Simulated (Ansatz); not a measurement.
Consider BaZrO3 in the cubic perovskite structure (space group Pm-3m, No. 221; a = 4.227 Å). Axes: x, y, z lie along the cube axes.

All numbers come from Ansatz (a first-principles code), PBE, PAW, cutoff 420 eV, no SOC.

Modification: the cell is scaled by 1.0180 in all directions; the atoms relax in the strained cell.

Q: Predict the stress tensor and what it implies for the stiffness.

A: Stress of the strained cell less that of the base (GPa, compression positive):
```
  -7.11    0.00    0.00
   0.00   -7.11    0.00
   0.00    0.00   -7.11
```

Then B = −ΔP/(ΔV/V₀) with ΔV/V₀ = 0.0550 gives secant stiffness values (nonlinear terms included at this strain): B ≈ 129 GPa.

As a check, the harmonic strain energy −½ V₀ Δσ:ε is 18 meV/atom; the computed energy rise is 19 meV/atom.

Whether these cells are dynamically stable was not tested.
